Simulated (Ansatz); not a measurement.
Relaxation of cell and atoms of La2Zn5Pb (Cmcm, 16 atoms in the cell) at several settings

```
CELL_PARAMETERS angstrom
      2.27750    -8.41865     0.00000
      2.27750     8.41865     0.00000
      0.00000     0.00000     9.17210
ATOMIC_POSITIONS crystal
  La 0.20590 0.79410 0.25000
  La 0.79410 0.20590 0.75000
  La 0.00000 0.00000 0.00000
  La 0.00000 0.00000 0.50000
  Pb 0.55586 0.44414 0.25000
  Pb 0.44414 0.55586 0.75000
  Zn 0.81463 0.18537 0.10849
  Zn 0.18537 0.81463 0.60849
  Zn 0.18537 0.81463 0.89151
  Zn 0.81463 0.18537 0.39151
  Zn 0.65705 0.34295 0.01388
  Zn 0.34295 0.65705 0.51388
  Zn 0.34295 0.65705 0.98612
  Zn 0.65705 0.34295 0.48612
  Zn 0.39589 0.60411 0.25000
  Zn 0.60411 0.39589 0.75000
```

Base: PBEsol, default PAW files made with PBE (Ansatz, an electronic-structure program). Its settings: basis.ecutwfc = 420 eV; kpoints.mp_grid.grid = 6 6 3; hamiltonian.xc = pbesol; hamiltonian.pseudopotentials = {kind: paw} (the program's default PAW files); scf.occupations.method = cold; scf.occupations.width = 0.1 eV. Starting volume 21.98 Å³ per atom.

Each line gives the change from the base single point and the result:

- relax: default → cell and atoms: pressure 0.00 GPa; largest force (vector length) 0.009 eV/Å; final cell a = 8.5926 Å, b = 8.5926 Å, c = 9.0633 Å, α = 90.00°, β = 90.00°, γ = 149.54°; final volume per atom 21.20 Å³; relaxation steps 6; free energy against the base single point -8.8 meV/atom.
- hamiltonian.dispersion: default → d3bj; relax: default → cell and atoms [DFT, PBEsol-D3BJ, plane waves, default PAW files made with PBE]: pressure 0.00 GPa; largest force (vector length) 0.001 eV/Å; final cell a = b = 8.4515 Å, c = 8.9351 Å, α = β = 90.00°, γ = 149.51°; final volume per atom 20.24 Å³; relaxation steps 7.
- relax: default → cell and atoms; relax.cell.p_target: default → 5 GPa: pressure 5.00 GPa; largest force (vector length) 0.002 eV/Å; final cell a = b = 8.406 Å, c = 8.893 Å, α = β = 90.00°, γ = 149.48°; final volume per atom 19.94 Å³; relaxation steps 7; free energy against the base single point 9.8 meV/atom.

The starting cell comes from a database of published, mostly measured structures (it also holds non-ambient and calculated ones), without a prior relaxation at this level. Ansatz's pressure includes its estimate of the finite-basis (Pulay) stress.

Keys are those of Ansatz 0.2.
